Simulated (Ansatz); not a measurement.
```
Ir
1.0
    0.00000     1.90644     1.90644
    1.90644     0.00000     1.90644
    1.90644     1.90644     0.00000
Ir
1
Direct
  0.00000   0.00000   0.00000
```

Spin-orbit coupling is not included. The pressure is 5 GPa. The structure is held there; whether it is the stable one at that pressure was not tested.

Question: By how much do the lattice constants and the volume change from 300 K to 775 K (quasi-harmonic lattice dynamics, PBEsol density-functional theory in Ansatz (plane waves, PAW)), and how far does the bulk modulus soften?

Answer: a by 0.31 %, the volume by 0.94 %; B_T goes from 397 to 374 GPa. The crystal is held in this phase throughout; melting and phase transitions are not modelled.

The PAW data sets were generated under PBE and serve the other functionals too.

Ansatz is an electronic-structure program.
